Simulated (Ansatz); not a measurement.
Antifluorite K2S

All values below come from LDA in Ansatz (PAW).

Settings: plane-wave cutoff 520 eV, 8×8×8 k mesh, Fermi–Dirac smearing 0.01 eV, scalar-relativistic PAW data made under PBE.

Cell (relaxed at this level):

```cif
data_K2S
_chemical_formula_sum 'K2 S1'
_space_group_name_H-M_alt 'P 1'
_space_group_IT_number 1
_cell_length_a 5.08435
_cell_length_b 5.08435
_cell_length_c 5.08435
_cell_angle_alpha 60.000
_cell_angle_beta 60.000
_cell_angle_gamma 60.000
loop_
_space_group_symop_operation_xyz
  'x, y, z'
loop_
_atom_site_label
_atom_site_type_symbol
_atom_site_fract_x
_atom_site_fract_y
_atom_site_fract_z
_atom_site_occupancy
K1 K 0.25000 0.25000 0.25000 1
K2 K 0.75000 0.75000 0.75000 1
S1 S 0.00000 0.00000 0.00000 1
```

```json
{
 "bulk modulus B0": "23.5 GPa",
 "band_gap": "2.31 eV (indirect)",
 "smallest_direct_gap_on_the_k_points_sampled": "2.62 eV",
 "pressure derivative B′ of the bulk modulus": "4.4"
}
```

Computed values are for the static lattice.

Ansatz is a quantum-chemistry and plane-wave program.
